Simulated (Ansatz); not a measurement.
## SnO: biaxial strain +0.28 %, plane normal [001], relaxed out of plane

Take SnO (space group P4/nmm, No. 129; a = 3.767 Å, c = 4.557 Å; layered, stacked along the Cartesian z axis; relaxed with 0.1 eV smearing) as the base. Axes: x, y, z lie along a, b, c of the conventional cell.

Perturbation: tensile biaxial strain of 0.28 % in the plane normal to [001], as in epitaxy on a mismatched substrate; the out-of-plane cell vector and the atoms relax.

Method: Kohn–Sham DFT with the PBEsol-D3(BJ) functional, run in Ansatz (a quantum-chemistry and plane-wave program) with PAW and 420 eV plane waves, no spin-orbit coupling, earlier PAW set. k-mesh 15×15×13 (Γ-centred); smearing 0.1 eV (Fermi–Dirac).

```tsv
quantity	base	changed	shift
space group	P4/nmm (No. 129)	P4/nmm (No. 129)	–
shortest interatomic distance	2.210 Å	2.213 Å	+0.0025 Å
pressure (mean of the normal stresses, compression positive)	0.0 GPa	-0.3 GPa	-0.3 GPa
band gap	zero	zero	–
out-of-plane strain	–	-0.18 %	–
```

Cost of the whole job for the changed cell (relaxation, final SCF and bands): very roughly 90 core-seconds.

Whether these cells are dynamically stable was not tested. All final runs are without spin polarisation. A zero or small gap of SnO can be the functional's error rather than a property of the material.
